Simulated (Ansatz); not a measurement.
Functionals compared on SiH3 on the 1x1 (10-10) surface of wurtzite ZnO (cut with top plane O + Zn), one in a 2x1 cell, started at the site 'hollow O-O-Zn-Zn-Zn', in Ansatz (plane waves, PAW). The structure was relaxed with PBE; the other rows are single points on it, each with its references at the same level. Cutoff 420 eV (500 eV for r2SCAN). The points keep PBE's geometry, so the relaxation of a polaron and the settling of charge on one site are left out.

Host crystal: wurtzite ZnO, with a band gap (PBE, scalar-relativistic without spin-orbit coupling).

Model: 36-atom slab, 9.4 Å thick at the start under the adsorbate (thin: gaps and levels are the slab's own), 3x4x1 mesh, Fermi-Dirac 0.01 eV, dipole correction, 16 atoms held, the rest relaxed; no symmetry held; spin-polarised, no spin-orbit, no U, no dispersion correction. The starting moment vanished. At the end it is bonded to O. In PBE it is, or lies within 0.03 eV of, the lowest of the starts that converged. These notes are the PBE run's. r2SCAN: The program's check for a lower electronic state was not made. Adsorption energies are against SiH4(g) − ½ H2(g). A negative adsorption energy means that the adsorbate is more stable on the surface than in its reference.

```csv
functional,adsorption energy (eV),magnetic moment of the cell (μB),rough cost of the single point
PBE,-0.48,0.00,–
RPBE,-0.24,0.00,roughly 10 core-minutes
r2SCAN,-0.48,0.00,very roughly 20 core-minutes
```

Ansatz is a quantum-chemistry and plane-wave program.
